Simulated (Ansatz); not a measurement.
Consider TiPt3 in the Cu3Au type structure (space group Pm-3m, No. 221; relaxed with 0.1 eV smearing).

```xyz
4
Lattice="3.8996 0.0000 0.0000 0.0000 3.8996 0.0000 0.0000 0.0000 3.8996" Properties=species:S:1:pos:R:3 pbc="T T T"
Ti     0.0000     0.0000     0.0000
Pt     0.0000     1.9498     1.9498
Pt     1.9498     0.0000     1.9498
Pt     1.9498     1.9498     0.0000
```

Cartesian axes are those of the cell as printed.

Method: Ansatz (a first-principles code) PBEsol, no spin-orbit coupling.

Strains are applied to the cell and any free atomic positions relax; under biaxial strain the out-of-plane vector relaxes too.

One change was made to it. Results:

```tsv
quantity	base	after
pressure (mean of the normal stresses, compression positive)	0.0 GPa	-4.7 GPa
energy relative to the base (free energy F)	0 meV/atom	+10 meV/atom
```

Task: Name the change that was made.
(A) biaxial strain +1.00 %, plane normal [111], relaxed out of plane
(B) biaxial strain +2.50 %, plane normal [111], relaxed out of plane
(C) biaxial strain +1.50 %, plane normal [111], relaxed out of plane
(D) biaxial strain +0.50 %, plane normal [111], relaxed out of plane
(E) biaxial strain +2.00 %, plane normal [111], relaxed out of plane

Result: C, biaxial strain +1.50 %, plane normal [111], relaxed out of plane. For comparison, the energy relative to the base in the other runs: biaxial strain +1.00 %, plane normal [111], relaxed out of plane gives +4.6 meV/atom; biaxial strain +2.00 %, plane normal [111], relaxed out of plane gives +18 meV/atom; biaxial strain +2.50 %, plane normal [111], relaxed out of plane gives +27 meV/atom; biaxial strain +0.50 %, plane normal [111], relaxed out of plane gives +1.2 meV/atom.

Stability against distortions was not tested. The final runs are not spin-polarised.
